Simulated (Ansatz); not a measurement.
Data:

End structure of a constructed model of the (110) surface of bcc Mo, a cell of two sites (a+b, b-a) surface alloy, Pb on one Mo site of the top plane (bottom of the slab: a bare face, its two planes held):

```xyz
12
Lattice="1.8249 2.5808 0.0000 -3.6498 2.5808 0.0000 0.0000 0.0000 27.5000" Properties=species:S:1:pos:R:3 pbc="T T T"
Mo     0.9124     1.2904     8.1744
Mo    -1.8249     1.2904     8.1744
Mo     0.0000     0.0000    10.4094
Mo    -0.9124     2.5808    10.4094
Mo     0.9124     1.2904    12.6391
Mo    -1.8249     1.2904    12.6470
Mo     0.0000     0.0000    14.8950
Mo    -0.9124     2.5808    14.8658
Mo     0.9124     1.2904    17.1052
Mo    -1.8249     1.2904    17.1071
Pb     0.0000     0.0000    20.0043
Mo    -0.9124     2.5808    19.1281
```

Slab: 12 atoms, 11.2 Å thick at the start with caps and adatoms (thin: gaps and levels are the slab's own); k 12x9x1, smearing 0.1 eV, dipole-corrected; 4 atoms held, the rest relaxed; held to the start's symmetry, so lower structures may exist; no spin, no spin-orbit, no U. It is one candidate, not shown to be the stable structure of the face.

Problem. Predict the work function of the top face from PBE (Ansatz, an electronic-structure program).

Solution. 3.94 eV
